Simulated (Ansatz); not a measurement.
The reference is WSi$_{2}$ (space group I4/mmm, No. 139; a = 3.229 Å, c = 7.867 Å).

The values are results of PBE in Ansatz (plane waves to 420 eV, PAW, without spin-orbit coupling), not measurements.

One change was made to it. Results:

```tsv
quantity	base	after
c/a ratio	2.436	2.468
density	9.72 g/cm³	11.43 g/cm³
shortest interatomic distance	2.603 Å	2.483 Å
```

Question: What was done to the base?
A. pressure −1 GPa
B. pressure 100 GPa
C. pressure 50 GPa

Answer: C, pressure 50 GPa. For comparison, the c/a ratio in the other runs: pressure −1 GPa gives 2.435; pressure 100 GPa gives 2.492.

Load acts through the strain it causes; cell and atoms are relaxed under it. Whether these cells are dynamically stable was not tested. No other phases were tried under pressure. The final runs are not spin-polarised.

Ansatz is a program for electronic structure.
